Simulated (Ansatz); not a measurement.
Ansatz (a first-principles code) run on CuTe (P6_3mc, 4 atoms in the cell): self-consistent single point.

Method: PBE (plane waves, PAW; Ansatz).

```
CuTe
1.0
    4.08382     0.00000     0.00000
   -2.04191     3.53669     0.00000
    0.00000     0.00000     6.68836
Cu Te
2 2
Cartesian
  2.04191   1.17890   0.00000
  0.00000   2.35780   3.34418
  2.04191   1.17890   4.18156
  0.00000   2.35780   0.83738
```

Reference input (self-consistent single point, DFT, PBE, plane waves, default PAW files): kpoints.mp_grid.grid = 5 5 3; hamiltonian.xc = pbe; hamiltonian.pseudopotentials = {kind: paw} (the program's default PAW files); scf.occupations.method = cold; scf.occupations.width = 0.272 eV. This run's input differs from it in these lines:

Ansatz 0.2 input:
```diff
@@ -11,3 +11,3 @@
 kpoints:
-  mp_grid: { grid: [5, 5, 3] }
+  mp_grid: { grid: [8, 8, 4] }
 hamiltonian:
```

The program printed (abridged):

```
SCF iter   1: F=—  HF=-27210.182258 eV  |F-HF|=—  |Δ(HF+E_count)|=         —  Δρ=1.24e-3  dr2=1.29e-3  ethr=1.77e-3  ⟨swp⟩=6.6  Hψ=5046  notcnv=0
all-band conjugate gradients solve this SCF's bands
preconditioner: auto → LDOS
SCF iter   2: F=—  HF=-27210.182628 eV  |F-HF|=—  |Δ(HF+E_count)|=   3.70e-4  S|Δr|=    0.00e0  Δρ=6.13e-4  dr2=2.78e-4  ethr=1.84e-6  ⟨swp⟩=3.1  Hψ=2615  notcnv=0
   [... lines left out ...]
SCF iter   5: F=—  HF=-27210.182594 eV  |F-HF|=—  |Δ(HF+E_count)|=   1.36e-5  S|Δr|=    0.00e0  Δρ=2.66e-5  dr2=5.50e-7  ethr=5.06e-9  ⟨swp⟩=2.0  Hψ=2001  notcnv=0
SCF iter   6: F=—  HF=-27210.182594 eV  |F-HF|=—  |Δ(HF+E_count)|=   3.52e-8  S|Δr|=    0.00e0  Δρ=1.50e-5  dr2=1.20e-7  ethr=1.43e-10  ⟨swp⟩=9.5  Hψ=5922  notcnv=0
SCF iter   7: F=-27210.182593 eV  HF=-27210.182594 eV  |F-HF|=3.92e-8  |Δ(HF+E_count)|=   5.03e-9  S|Δr|=    0.00e0  Δρ=7.02e-6  dr2=3.46e-8  ethr=1.43e-10  ⟨swp⟩=4.1  Hψ=4028  notcnv=0
SCF 1 converged in 7 iterations: F = -27210.182593 eV  dr2 = 3.46e-8
Stability not checked (fill_not_monotonic)
Free energy (F): -27210.182593 eV
Internal energy: -27210.197991 eV  (E = F + TS)
E sigma→0 (E₀):  -27210.187726 eV
Entropy (-TS):   0.015398 eV (3.849 meV/atom)
Fermi energy:    9.428786 eV
--- Forces (eV/Å), atoms counted from 1 ---
  atom   1  Cu    -0.00000000     0.00000000    -0.12827032
  atom   2  Cu    -0.00000000    -0.00000000    -0.12827032
  atom   3  Te     0.00000000     0.00000000     0.12827659
  atom   4  Te     0.00000000    -0.00000000     0.12827659
--- Stress (GPa, compression-positive) ---
        3.559469      -0.000000       0.000000
       -0.000000       3.559469      -0.000000
        0.000000      -0.000000       5.126088
  P = ⅓ Tr σ = 4.0817 GPa (40.817 kbar)
  The stress holds the Pulay correction. Without it, at fixed plane waves, as pw.x and ABINIT print it: P = 4.0381 GPa
```

The run converged in 7 iterations. Against the reference run the free energy drops by 6.6 meV/atom, the pressure goes from 4.39 to 4.08 GPa and the largest force goes from 0.104 to 0.128 eV/Å.

The starting cell was generated: these elements placed on a structure prototype, without a prior relaxation; it need not be a known phase or ordering of this composition. Spin-orbit coupling is off. Spin polarisation is off. With a pressure of about 4 GPa the cell is away from its equilibrium volume at this level. Ansatz's pressure includes its estimate of the finite-basis (Pulay) stress. The run gives no clean gap (levels at the Fermi energy touch, overlap or are partly filled at this smearing), which alone does not show that the compound is a metal.
